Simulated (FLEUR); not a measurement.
Band structure of CeMg (P-6m2, 2 atoms in the cell).

```yaml
crystal:
  lattice:
    - [3.07092, 0.00000, 0.00000]
    - [-1.53546, 2.65950, 0.00000]
    - [0.00000, 0.00000, 6.02617]
  atoms:
    - { symbol: Ce, position: [0.00000, 0.00000, 0.50000] }
    - { symbol: Mg, position: [0.66667, 0.33333, 0.00000] }
```

Method of the run: PBEsol, all-electron FLAPW (FLEUR), scalar-relativistic valence run with FLEUR.

Settings: Kmax = 3.8 1/bohr; GmaxXC = 15.2 1/bohr; xcFunctional = PBEs; jspins = 1; l_soc = F; mode = hist; fermiSmearingEnergy = 0.00999582 Htr; mesh (inpgen div1-3) = 10 10 5; inpgen gamma flag = true; Gmax = 15.2 1/bohr; numbands = 0; maxIterBroyd = 99; imix = Anderson; alpha = 0.05.

The starting cell comes from a database of computed structures (which also holds hypothetical and non-ambient phases and stackings), without a prior relaxation at this level. Spin-orbit coupling is off. Spin polarisation is off. The f electrons are in the valence without U or exact exchange, which can misplace them near the Fermi level. Spin-orbit terms, which matter for f shells, are left out. Values depend on the basis (sphere radii, cutoffs, local orbitals), which need not be converged.

Levels in eV from the Fermi level, bands 8 to 15:
| point | 8 | 9 | 10 | 11 | 12 | 13 | 14 | 15 |
|---|---|---|---|---|---|---|---|---|
| Γ | -15.11 | -5.56 | -0.92 | -0.10 | 0.23 | 0.46 | 0.73 | 0.73 |
| M | -16.07 | -2.00 | -1.55 | -0.79 | -0.31 | 0.31 | 0.63 | 0.96 |
| K | -16.58 | -0.63 | -0.42 | 0.31 | 0.31 | 0.42 | 0.49 | 0.90 |
| A | -15.11 | -4.66 | -2.33 | -0.64 | -0.09 | 0.34 | 0.73 | 0.73 |
| L | -16.07 | -2.27 | -1.89 | -0.16 | 0.29 | 0.36 | 0.63 | 1.10 |
| H | -16.58 | -0.98 | -0.98 | 0.47 | 0.50 | 0.51 | 0.68 | 1.27 |
